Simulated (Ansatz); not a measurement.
We consider Zn₄TeS₃ (model structure, P-4m2, No. 115, 8 atoms in the cell), described by PBE (plane waves, PAW; Ansatz, a quantum-chemistry and plane-wave program).

From the output:

```
WARN 4 symmetry operations that the atoms keep within the bar at which the run's group was sought (crystal.symmetry.tolerance 1.0e-5, or twice it) were not …
Crystal: 8 atoms, lattice volume = 178.380 Å³
Basis set: ecut = 520 eV, 4841 PW (Γ), exchange–correlation on 60×60×180 points (8 copies of the dense FFT grid, shifted against one another)
Bands: 50, of which v1, the nominal top of the filled ones, is band 41 counted from 1 (40 counted from 0)
Symmetry: 4 space group operations
Space group: Pmm2 (ITA 25), of the structure as read, at distance tolerance 5.6e-5 Å
k-points: 75 of 256 (time reversal used)
Functional: x = pbe(κ = 0.804, μ = 0.2195149727645171), c = pbe(β = 0.06672455060314922)
SCF iter   1: F=—  HF=-22967.787227 eV  |F-HF|=—  |Δ(HF+E_count)|=         —  Δρ=1.04e-3  dr2=6.51e-3
SCF iter   2: F=—  HF=-22967.785541 eV  |F-HF|=—  |Δ(HF+E_count)|=   1.69e-3  Δρ=5.74e-4  dr2=1.76e-3
  ...
SCF iter  10: F=—  HF=-22967.785366 eV  |F-HF|=—  |Δ(HF+E_count)|=   6.05e-9  Δρ=1.17e-6  dr2=1.81e-9
SCF iter  11: F=-22967.785366 eV  HF=-22967.785366 eV  |F-HF|=2.55e-11  |Δ(HF+E_count)|=  4.58e-10  Δρ=3.07e-7  dr2=1.79e-10
SCF 1 converged in 11 iterations: F = -22967.785366 eV  dr2 = 1.79e-10
SCF converged after 11 iterations
Free energy (F): -22967.785366 eV
Internal energy: -22967.785366 eV  (E = F + TS)
E sigma→0 (E₀):  -22967.785366 eV
Fermi energy:    6.967812 eV
--- Forces (eV/Å), atoms counted from 1 ---
  atom   1  Zn     0.00000000     0.00000000    -0.00037838
  atom   2  S      0.00000000     0.00000000     0.00068762
  atom   3  Zn     0.00000000     0.00000000    -0.00092567
  atom   4  S      0.00000000     0.00000000     0.00046014
  atom   5  Zn     0.00000000     0.00000000     0.00020338
  atom   6  S      0.00000000     0.00000000    -0.00006251
  atom   7  Zn     0.00000000     0.00000000     0.00032258
  atom   8  Te     0.00000000     0.00000000    -0.00030649
--- Stress (GPa, compression-positive) ---
        0.003654       0.000000       0.000000
        0.000000       0.000127       0.000000
        0.000000       0.000000       0.001496
  P = ⅓ Tr σ = 0.0018 GPa (0.018 kbar)
```

**Question.** Write an input file that could have produced this run (the log leaves some choices open).

**Answer.** Several could match; the one computed here: 
Ansatz 0.2 input:
```yaml
crystal:
  lattice:
    - [3.9915734073, 0.0, 0.0]
    - [0.0, 3.9916879303, 0.0]
    - [0.0, 0.0, 11.1955602214]
  atoms:
    - { symbol: Zn, position: [0.0, 0.0, 0.0065559822] }
    - { symbol: S, position: [0.5, 0.0, 0.1236859115] }
    - { symbol: Zn, position: [0.5, 0.5, 0.2403593789] }
    - { symbol: S, position: [0.0, 0.5, 0.3565171903] }
    - { symbol: Zn, position: [0.0, 0.0, 0.4726842702] }
    - { symbol: S, position: [0.5, 0.0, 0.5893517662] }
    - { symbol: Zn, position: [0.5, 0.5, 0.7064866011] }
    - { symbol: Te, position: [0.0, 0.5, 0.8565248995] }
basis:
  ecutwfc: 520
  ecutrho_ratio: 4
  xc_grid: 2
kpoints:
  mp_grid: { grid: [8, 8, 4] }
  band_path:
    path:
      - [0.0, 0.0, 0.0]
      - [0.0, 0.07143, 0.0]
      - [0.0, 0.142859, 0.0]
      - [0.0, 0.214289, 0.0]
      - [0.0, 0.285718, 0.0]
      - [0.0, 0.357148, 0.0]
      - [0.0, 0.428578, 0.0]
      - [0.0, 0.500007, 0.0]
      - [0.071428, 0.500007, 0.0]
      - [0.142855, 0.500007, 0.0]
      - [0.214283, 0.500007, 0.0]
      - [0.28571, 0.500007, 0.0]
      - [0.357138, 0.500007, 0.0]
      - [0.428565, 0.500007, 0.0]
      - [0.499993, 0.500007, 0.0]
      - [0.454539, 0.454552, 0.0]
      - [0.409085, 0.409097, 0.0]
      - [0.363631, 0.363642, 0.0]
      - [0.318177, 0.318186, 0.0]
      - [0.272723, 0.272731, 0.0]
      - [0.227269, 0.227276, 0.0]
      - [0.181816, 0.181821, 0.0]
      - [0.136362, 0.136366, 0.0]
      - [0.090908, 0.09091, 0.0]
      - [0.045454, 0.045455, 0.0]
      - [0.0, 0.0, 0.25]
      - [0.0, 0.0, 0.5]
      - [0.0, 0.07143, 0.5]
      - [0.0, 0.142859, 0.5]
      - [0.0, 0.214289, 0.5]
      - [0.0, 0.285718, 0.5]
      - [0.0, 0.357148, 0.5]
      - [0.0, 0.428578, 0.5]
      - [0.0, 0.500007, 0.5]
      - [0.071428, 0.500007, 0.5]
      - [0.142855, 0.500007, 0.5]
      - [0.214283, 0.500007, 0.5]
      - [0.28571, 0.500007, 0.5]
      - [0.357138, 0.500007, 0.5]
      - [0.428565, 0.500007, 0.5]
      - [0.499993, 0.500007, 0.5]
      - [0.454539, 0.454552, 0.5]
      - [0.409085, 0.409097, 0.5]
      - [0.363631, 0.363642, 0.5]
      - [0.318177, 0.318186, 0.5]
      - [0.272723, 0.272731, 0.5]
      - [0.227269, 0.227276, 0.5]
      - [0.181816, 0.181821, 0.5]
      - [0.136362, 0.136366, 0.5]
      - [0.090908, 0.09091, 0.5]
      - [0.045454, 0.045455, 0.5]
      - [0.0, 0.500007, 0.25]
      - [0.499993, 0.500007, 0.25]
    npoints: 1
hamiltonian:
  xc: pbe
  dispersion: none
  pseudopotentials: { kind: paw }
scf:
  occupations: { method: fermi_dirac, width: 0.01 }
  convergence: { dr2_threshold: 0.0000000008 }
output:
  forces: true
  stress: true
  eigenvalues: true
  write_bands: true
```

Note: the relaxation could raise the start's symmetry but not lower it, so the cell can be a saddle point.

A model structure was made by putting elements into a prototype or built by hand; it is no filed structure, need not be a known phase, and can be a saddle point held by its symmetry.
